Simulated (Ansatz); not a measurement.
A self-consistent single point of Ti₃In (P3m1, 8 atoms in the cell) with Ansatz (a quantum-chemistry and plane-wave program).

Method: LDA (PW92), default PAW files made with PBE (plane waves; Ansatz).

```
CELL_PARAMETERS angstrom
      5.92065     0.00000     0.00000
     -2.96032     5.12743     0.00000
      0.00000     0.00000     4.78828
ATOMIC_POSITIONS crystal
  Ti 0.16521 0.33042 0.25000
  Ti 0.83479 0.66958 0.75000
  Ti 0.83479 0.16521 0.75000
  Ti 0.16521 0.83479 0.25000
  Ti 0.66958 0.83479 0.25000
  Ti 0.33042 0.16521 0.75000
  In 0.33333 0.66667 0.76044
  In 0.66667 0.33333 0.25000
```

Reference input (self-consistent single point, DFT, LDA (PW92), plane waves, default PAW files made with PBE): basis.ecutwfc = 420 eV; kpoints.mp_grid.grid = 5 5 5; hamiltonian.xc = lda; hamiltonian.pseudopotentials = {kind: paw} (the program's default PAW files); scf.occupations.method = fermi_dirac; scf.occupations.width = 0.1 eV. This run's input differs from it in these lines:

Ansatz 0.2 input:
```diff
@@ -18,3 +18,3 @@
   mp_grid:
-    grid: [5, 5, 5]
+    grid: [13, 13, 14]
 hamiltonian:
@@ -26,3 +26,3 @@
     method: fermi_dirac
-    width: 0.1
+    width: 0.05
 output:
```

Log, with long lists cut:

```
SCF iter   1: F=—  HF=-25617.432892 eV  |F-HF|=—  |Δ(HF+E_count)|=         —  Δρ=7.51e-3  dr2=4.58e-2  ethr=1.77e-3  ⟨swp⟩=7.1  Hψ=61444  notcnv=0
all-band conjugate gradients solve this SCF's bands
preconditioner: auto → Kerker (q_TF=auto, 2.555 Å⁻¹)
SCF iter   2: F=—  HF=-25617.420906 eV  |F-HF|=—  |Δ(HF+E_count)|=   1.20e-2  Δρ=3.54e-3  dr2=1.28e-2  ethr=4.68e-5  ⟨swp⟩=2.0  Hψ=25946  notcnv=0  defer=12
   [... lines left out ...]
SCF iter   4: F=—  HF=-25617.418252 eV  |F-HF|=—  |Δ(HF+E_count)|=   2.50e-4  Δρ=2.62e-4  dr2=1.38e-4  ethr=1.38e-6  ⟨swp⟩=2.0  Hψ=18184  notcnv=0  defer=12
SCF iter   5: F=—  HF=-25617.418214 eV  |F-HF|=—  |Δ(HF+E_count)|=   3.78e-5  Δρ=6.07e-5  dr2=7.66e-6  ethr=1.41e-7  ⟨swp⟩=3.0  Hψ=30933  notcnv=0  defer=12
SCF iter   6: F=—  HF=-25617.418213 eV  |F-HF|=—  |Δ(HF+E_count)|=   7.56e-7  Δρ=1.98e-5  dr2=9.18e-7  ethr=7.82e-9  ⟨swp⟩=2.0  Hψ=18174  notcnv=0  defer=12
SCF iter   7: F=-25617.418213 eV  HF=-25617.418213 eV  |F-HF|=8.46e-9  |Δ(HF+E_count)|=   1.77e-7  Δρ=3.37e-6  dr2=1.92e-8  ethr=1.02e-10  ⟨swp⟩=5.3  Hψ=55537  notcnv=0
SCF 1 converged in 7 iterations: F = -25617.418213 eV  dr2 = 1.92e-8
Free energy (F): -25617.418213 eV
Internal energy: -25617.362143 eV  (E = F + TS)
E sigma→0 (E₀):  -25617.390178 eV
Entropy (-TS):   -0.056070 eV (-7.009 meV/atom)
Fermi energy:    12.945740 eV
--- Forces (eV/Å), atoms counted from 1 ---
  atom   1  Ti    -0.00000000    -0.08963348     0.10688524
  atom   2  Ti     0.00000000     0.08194285     0.01694458
  atom   3  Ti     0.07096459    -0.04097143     0.01694458
  atom   4  Ti    -0.07762487     0.04481674     0.10688524
  atom   5  Ti     0.07762487     0.04481674     0.10688524
  atom   6  Ti    -0.07096459    -0.04097142     0.01694458
  atom   7  In    -0.00000000     0.00000000    -0.38635391
  atom   8  In    -0.00000000    -0.00000000     0.01486124
--- Stress (GPa, compression-positive) ---
       -8.378796       0.000000      -0.000000
        0.000000      -8.378796       0.000000
       -0.000000       0.000000      -7.844224
  P = ⅓ Tr σ = -8.2006 GPa (-82.006 kbar)
  The stress holds the Pulay correction. Without it, at fixed plane waves, as pw.x and ABINIT print it: P = -8.2348 GPa
```

The run converged in 7 iterations. Against the reference run the free energy goes up by 12.4 meV/atom, the pressure goes from -8.05 to -8.20 GPa and the largest force stays at 0.386 eV/Å.

The starting cell comes from a database of computed structures (which also holds hypothetical and non-ambient phases and stackings), without a prior relaxation at this level. Its lattice was rescaled by up to half a per cent. One atom was moved a little off its site on purpose. Spin polarisation is off. With a pressure of about -8 GPa the cell is away from its equilibrium volume at this level. Ansatz's pressure includes its estimate of the finite-basis (Pulay) stress.

Cost on one core of a shared machine: roughly 2 min.
